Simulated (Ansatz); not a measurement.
Start from Sn in the diamond structure (space group Fd-3m, No. 227; a = 6.6554 Å).

(Cell as relaxed with PBE.)

Levels (all Ansatz, a quantum-chemistry and plane-wave program, PAW): PBE (420 eV, no spin-orbit coupling); r2SCAN (500 eV, no spin-orbit coupling).

Each level relaxes its own structure.

| base | PBE | r2SCAN |
|---|---|---|
| volume per atom | 36.85 Å³ | 35.40 Å³ |
| lattice parameter a | 6.655 Å | 6.567 Å |
| band gap | zero | zero |

One thing is altered: full substitution Sn → Ge, then cell and atoms are relaxed.

```json
[
 {"quantity": "lattice parameter a", "PBE": "5.762 Å", "r2SCAN": "5.674 Å"},
 {"quantity": "band gap", "PBE": "zero", "r2SCAN": "0.36 eV"}
]
```

PBE's lattice parameter a lies 0.0873 Å above r2SCAN's (1.5 %); they disagree on the band gap. Neither level is exact; r2SCAN is the comparison here, not a measurement.

Whether these cells are dynamically stable was not tested. The zero or small gap of Ge can change with the level of theory.
